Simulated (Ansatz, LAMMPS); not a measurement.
# Σ65 (810) [001] symmetric tilt, annealed from start 1, in Ge (diamond structure)

Cell 46.44 × 17.28 × 26.89 Å, Ge876, 876 atoms. Prepared with Tersoff's 1989 multicomponent potential (SiCGe.tersoff) in LAMMPS: 40 ps at 1300 K, cooling over 40 ps and minimisation with the cell free along the normal, at the potential's lattice parameter; then scaled to the PBE one. 

Method: PBE, support functions at accuracy medium on the grid of 370 eV (norm-conserving potentials; Ansatz, a program for electronic structure).

Basis: localised support functions (accuracy medium) on a full density matrix. k-points: zone centre alone; occupations: Fermi-Dirac, 0.020 eV; spin polarisation not allowed. Scalar-relativistic, no spin-orbit coupling.

Geometry partly relaxed: the largest remaining force component is 0.238 eV/Å.

```json
{
  "energy over the perfect crystal(s), per atom": "93 meV/atom",
  "boundary energy (mean of two; the reference samples k-space alike but not identically)": "0.82 J/m²",
  "electronic_character_of_the_cell": "no gap resolved at this smearing",
  "coordination (neighbours within 2.983 Å)": "0.1 % 2-fold, 2.6 % 3-fold, 94.9 % 4-fold, 2.4 % 5-fold",
  "Ge-Ge bonds, mean ± spread": "2.521 ± 0.063 Å",
  "bond angles, mean ± spread": "109.2° ± 8.5°",
  "pressure": "-0.58 GPa",
  "cost_of_the_final_run": "around 60 core-minutes (rough), 15 SCF iterations, 18 GiB"
}
```
